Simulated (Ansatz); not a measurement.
Cost and result by functional for the adsorption energy of OH on the 1x1 (111) surface of fcc Ag, one in a 2x2 cell, started at the site 'hollow Ag-Ag-Ag over Ag at depth 4.7 Å', in Ansatz (plane waves, PAW). Single points on the PBE structure, on one kind of machine; costs are rough ratios of the slab run's core time (references not counted) to the cheapest single point. r2SCAN's cost holds its higher cutoff (500 against 420 eV). Differences are taken against r2SCAN for comparison alone: no measured value is at hand, so the table doesn't rank accuracy.

Set-up: 18 atoms, 7.1 Å thick at the start under the adsorbate (thin: gaps and levels are the slab's own); mesh 6x6x1; 0.1 eV smearing; dipole correction on; 8 atoms held, the rest relaxed; start symmetry kept, larger cells not searched; spin-polarised, no spin-orbit, no U, no dispersion correction. The starting moment vanished. At the end it is bonded to 3 Ag. In PBE it is, or lies within 0.03 eV of, the lowest of the starts that converged. These notes are the PBE run's. r2SCAN: The program's check for a lower electronic state was not made. Adsorption energies are against H2O(g) − ½ H2(g). A negative adsorption energy means that the adsorbate is more stable on the surface than in its reference.

| functional | relative cost | adsorption energy (eV) | less r2SCAN (eV) |
|---|---|---|---|
| RPBE | 1 | 0.89 | 0.50 |
| r2SCAN | 2 | 0.39 | 0.00 |
| PBE (the relaxed run's value) | – | 0.70 | 0.31 |

The values span 0.50 eV, while the single points' costs differ by a factor of roughly 2. Differences are of unrounded values.

Ansatz is a first-principles code.
